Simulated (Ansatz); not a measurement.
The starting structures come from a database of crystals and need not be the phases stable at ambient conditions.

 Where the default PAW files enter, the runs use the earlier of Ansatz's two default sets.

The decay constant κ of evanescent states in the gap governs leakage through a thin film.

Given:

```xyz
9
Lattice="5.0865 0.0000 0.0000 0.0000 7.1934 0.0000 2.5432 3.5967 2.5432" Properties=species:S:1:pos:R:3 pbc="T T T"
Ca     2.5432     5.3950     0.0000
Ca     2.5432     1.7983     0.0000
H      5.0865     1.7055     0.0000
H      5.0865     5.4878     0.0000
H      1.3372     3.5967     1.3372
H      6.2925     7.1934     1.2060
H      3.7492     3.5967     1.3372
H      3.8805     7.1934     1.2060
Ru     0.0000     0.0000     0.0000
```

Space group of this cell: Fm-3m. The cell is taken as given; by PBEsol its mean pressure is -1.6 GPa.

Transport runs along the normal of the first two printed cell vectors, the (110) plane of the conventional cell.

The gap is the functional's own, uncorrected, and κ follows it; spin-orbit coupling is left out. Mid-gap values are interpolated between the computed energies.

**Question.** Compute, with PBEsol in Ansatz (a quantum-chemistry and plane-wave program), the band gap and the smallest decay constant κ at mid-gap.

**Answer.** Gap 2.35 eV on a 12×12×12 mesh; κ = 0.345 1/Å, at the zone centre.
